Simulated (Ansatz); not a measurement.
Cost and result by functional for the surface energy of the (310) surface of bcc Na in its 1x1 cell, outermost plane spacing 1.33 Å in the ideal cut, in Ansatz (plane waves, PAW). Single points on the PBE structure, on one kind of machine; costs are rough ratios of the slab run's core time (references not counted) to the cheapest single point. r2SCAN's cost holds its higher cutoff (500 against 420 eV). Differences are taken against r2SCAN for comparison alone: no measured value is at hand, so the table doesn't rank accuracy.

Model: 9-atom slab, 10.6 Å thick at the start, 9x6x1 mesh, Fermi-Dirac 0.1 eV, dipole correction, all atoms relaxed; held to the part of the start's symmetry that mesh and held atoms allow; no spin, no spin-orbit, no U. These notes are the PBE run's.

```tsv
functional	relative cost	surface energy (J/m²)	less r2SCAN (J/m²)
PBEsol	1	0.25	0.00
RPBE	1	0.20	-0.05
LDA	1	0.27	0.02
r2SCAN	2	0.25	0.00
PBE (the relaxed run's value)	–	0.23	-0.02
```

The values span 0.07 J/m², while the single points' costs differ by a factor of roughly 2. Differences are of unrounded values.

Ansatz is an electronic-structure program.
